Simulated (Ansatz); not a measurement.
Reference: SiC (P6_3mc), PBEsol with spin-orbit coupling, rigid bands (plane waves, PAW; Ansatz, an electronic-structure program); axes and stresses refer to this cell.

```
CELL_PARAMETERS angstrom
      3.07595     0.00000     0.00000
     -1.53798     2.66385     0.00000
      0.00000     0.00000     5.04771
ATOMIC_POSITIONS crystal
  Si 0.33333 0.66667 0.49959
  Si 0.66667 0.33333 0.99959
  C  0.33333 0.66667 0.87541
  C  0.66667 0.33333 0.37541
```

The hole conductivity mass is 1.28 mₑ and the Seebeck coefficient, p-type 1e19 cm⁻³ is 392 μV/K. The Seebeck coefficient, n-type 1e19 cm⁻³ comes out as -231 μV/K.

```
Change                                                  hole conductivity mass  Seebeck coefficient, p-type 1e19 cm⁻³  Seebeck coefficient, n-type 1e19 cm⁻³
------------------------------------------------------  ----------------------  -------------------------------------  -------------------------------------
biaxial stress xx = yy = -1 GPa (compression positive)              (withheld)                               394 μV/K                              -231 μV/K
biaxial stress xx = yy = -2 GPa (compression positive)                 1.31 mₑ                               398 μV/K                              -231 μV/K
biaxial stress xx = yy = 1 GPa (compression positive)               (withheld)                               390 μV/K                              -231 μV/K
biaxial stress xx = yy = 2 GPa (compression positive)                  1.26 mₑ                             (withheld)                              -230 μV/K
uniaxial stress zz = 2 GPa (compression positive)                   (withheld)                               400 μV/K                              -230 μV/K
```

### Question
Some entries are withheld; supply them.

### Answer

- biaxial stress xx = yy = -1 GPa (compression positive), hole conductivity mass: 1.30 mₑ
- biaxial stress xx = yy = 1 GPa (compression positive), hole conductivity mass: 1.27 mₑ
- biaxial stress xx = yy = 2 GPa (compression positive), Seebeck coefficient, p-type 1e19 cm⁻³: 390 μV/K
- uniaxial stress zz = 2 GPa (compression positive), hole conductivity mass: 1.32 mₑ

Masses are for dilute carriers at 300 K, harmonic means over directions unless an axis is named. Seebeck coefficients are for the stated density at 300 K, with one relaxation time for all states and whether or not that doping can be reached. Stresses and pressures are the targets of the relaxation.  The structure type is held under load, also where the real crystal would transform.
